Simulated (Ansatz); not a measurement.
**ZnCl2 (I-42d, No. 122)**

Level of theory: LDA (Ansatz, a program for electronic structure, PAW).

Settings: plane-wave cutoff 500 eV, 10×10×10 k mesh, gaussian smearing 0.02 eV, scalar-relativistic PAW data made under PBE.

Cell (relaxed at this level):

```
CELL_PARAMETERS angstrom
     -2.57984     2.57984     5.06320
      2.57984    -2.57984     5.06320
      2.57984     2.57984    -5.06320
ATOMIC_POSITIONS crystal
  Zn 0.75000 0.25000 0.50000
  Zn 0.00000 0.00000 0.00000
  Cl 0.13136 0.12500 0.50636
  Cl 0.87500 0.38136 0.00636
  Cl 0.61864 0.62500 0.49364
  Cl 0.37500 0.86864 0.99364
```

band gap: 3.83 eV (on the SCF k mesh)

Note: the volume lies 10 % below that of the published cell.

The computed numbers hold no vibrational or temperature effects.
